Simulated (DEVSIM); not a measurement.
Structure: TaN/SiO2/p-Si capacitor, at 300 K.

```tsv
layer (left to right)	material	thickness (nm)	Na (cm⁻³)
1	SiO2	3.30	-
2	Si	4900	1.4e16
```

Metal gate on the left, work function 4.4 eV. Fixed charge at the semiconductor interface 3.8e10 cm⁻² (in units of +e); no interface traps.

This is a model device: material constants are rounded textbook-type values typed into the input, and sizes, dopings and lifetimes were drawn at random. Values at 300 K.

```
parameter      SiO2       Si
-------------  ----  -------
gap (eV)          9    1.124
affinity (eV)   0.9     4.05
permittivity    3.9     11.7
Nc (cm⁻³)         -  2.86e19
Nv (cm⁻³)         -   3.1e19
```

Simulated with DEVSIM: 1D Poisson equation in equilibrium, Boltzmann statistics, complete ionisation; no quantum confinement or tunnelling. Metal contacts follow the ideal Schottky-Mott rule: no Fermi-level pinning, no interface dipoles.

The interface trap density was swept, all else fixed.

| interface trap density (cm^-2 eV^-1) | flat-band voltage (V) | minimum of the low-frequency capacitance (μF/cm²) | threshold voltage (band bending 2φF) (V) |
|---|---|---|---|
| 0 | -0.58 | 0.0430 | 0.20 |
| 1e10 | -0.58 | 0.0445 | 0.20 |
| 1e11 | -0.59 | 0.0575 | 0.21 |
| 3e11 | -0.60 | 0.0854 | 0.22 |
| 1e12 | -0.64 | 0.172 | 0.26 |
| 2e12 | -0.69 | 0.271 | 0.31 |

From the first row to the last the flat-band voltage goes from -0.58 to -0.69. From the first row to the last the minimum of the low-frequency capacitance goes from 0.0430 to 0.271.
